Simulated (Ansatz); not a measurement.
Candidates (primitive cells; geometry: relaxed with this functional, without spin-orbit coupling):
A. YSi (Cmcm), a = 5.6448 Å, b = 5.6448 Å, c = 3.8013 Å, α = 90.00°, β = 90.00°, γ = 135.94°
B. ZrSi (Cmcm), a = b = 5.282 Å, c = 3.737 Å, α = β = 90.00°, γ = 138.59°
C. TaSi2 (P6_422), a = b = 4.763 Å, c = 6.551 Å, α = β = 90.00°, γ = 120.00°

**Question.** Put the candidates in order of electron-phonon coupling λ, lowest first, for Ansatz (a first-principles code) with PBEsol, DFPT electron-phonon coupling, linearised Boltzmann equation.

**Answer.** B (0.154), A (0.24), C (0.38)

Metals; harmonic phonons. Halving the electron mesh moves these values by up to 4 %; q meshes are mostly untested. Spin-orbit coupling is left out.

Formula and space group known from diffraction (Crystallography Open Database), not checked to be the room-temperature form: ZrSi (Cmcm). The missing spin-orbit coupling matters most for TaSi2 (P6_422).
